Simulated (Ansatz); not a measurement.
The (115) surface of germanium, 2 pairs of surface atoms bonded, no caps (bottom of the slab: built like the top, H on every dangling bond, free)

The numbers are results of PBE (plane waves to 420 eV, PAW; Ansatz, a program for electronic structure), not measurements.

Set-up: 46 atoms, 12.6 Å thick at the start with caps and adatoms (thin: gaps and levels are the slab's own); mesh 4x3x1; 0.025 eV smearing; dipole correction on; 8 atoms held, the rest relaxed; no symmetry held; no spin, no spin-orbit, no U. In PBE it is, or lies within 0.01 eV a 1x1 cell of, the lowest of the 2 structures of its composition computed so far; larger cells were not tried.

- gap of the slab on its k-mesh = 0.50 eV
- highest filled level below the top vacuum level = 4.70 eV
- energy released by relaxation = 2.30 eV
- cost = about 70 core-minutes (a rough figure)
